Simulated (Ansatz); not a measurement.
Consider WSi$_{2}$ (space group I4/mmm, No. 139; relaxed with 0.1 eV smearing).

```xyz
3
Lattice="-1.6012 1.6012 3.9089 1.6012 -1.6012 3.9089 1.6012 1.6012 -3.9089" Properties=species:S:1:pos:R:3 pbc="T T T"
Si     0.0000     0.0000     5.2029
Si     0.0000     0.0000     2.6148
W      0.0000     0.0000     0.0000
```

Cartesian axes are those of the cell as printed.

Level of theory: DFT with PBEsol, PAW potentials and a 420 eV plane-wave cutoff in Ansatz (a first-principles code), scalar-relativistic without spin-orbit coupling.

Base values:

The pressure is 0.0 GPa.

The change: biaxial strain +2.50 %, plane normal [001], relaxed out of plane (Cartesian); in-plane vectors clamped, the third vector and the atoms free.

Question: How does this affect the ratio −ε⊥/ε∥, energy relative to the base and pressure?

Answer: The ratio −ε⊥/ε∥ amounts to 0.33; the energy goes up by 26 meV/atom; the pressure (mean of the normal stresses, compression positive) goes from zero to -8.0 GPa.

Stability against distortions was not tested. All final runs are without spin polarisation.
